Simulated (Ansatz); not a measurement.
The starting structures come from a database of crystals and need not be the phases stable at ambient conditions.

 Where the default PAW files enter, the runs use the earlier of Ansatz's two default sets.

Here is the system:

```yaml
crystal:
  lattice:
    - [3.37770, 0.00000, 0.00000]
    - [0.00000, 5.39653, 0.00000]
    - [0.00000, 0.00000, 4.42562]
  atoms:
    - { symbol: Fe, position: [0.50000, 0.50000, 0.50000] }
    - { symbol: Fe, position: [0.00000, 0.00000, 0.00000] }
    - { symbol: S, position: [0.50000, 0.87818, 0.29959] }
    - { symbol: S, position: [0.50000, 0.12182, 0.70041] }
    - { symbol: S, position: [0.00000, 0.62182, 0.79959] }
    - { symbol: S, position: [0.00000, 0.37818, 0.20041] }
```

Space group of this cell: Pnnm. The cell is taken as given; by PBEsol its mean pressure is -5.9 GPa.

The current runs along the normal of the first two printed vectors. All runs by Ansatz (a program for electronic structure), plane waves and PAW, without spin-orbit coupling; the base is PBEsol.

| run | mean pressure (GPa) | gap (eV) | mid-gap κ (1/Å) |
|---|---|---|---|
| base | -5.9 | 0.82 | 0.147 |
| all lengths scaled by 0.98 | 4.5 | ? | 0.146 |
| all lengths scaled by 1.02 | -13.4 | 0.68 | 0.146 |
| lda in place of pbesol | -9.7 | 0.75 | 0.140 |
| lengths across the current scaled by 0.98, ions clamped | 0.9 | ? | ? |
| lengths across the current scaled by 1.02, ions clamped | -11.2 | 0.77 | 0.159 |
| lengths along the current scaled by 0.97, ions clamped | -1.2 | ? | ? |
| lengths along the current scaled by 1.03, ions clamped | -9.7 | 0.63 | 0.131 |

### Question
What belongs in the gaps?

### Answer

- all lengths scaled by 0.98, gap (eV): 0.95
- lengths across the current scaled by 0.98, ions clamped, gap (eV): 0.81
- lengths across the current scaled by 0.98, ions clamped, mid-gap κ (1/Å): 0.136
- lengths along the current scaled by 0.97, ions clamped, gap (eV): 0.99
- lengths along the current scaled by 0.97, ions clamped, mid-gap κ (1/Å): 0.163
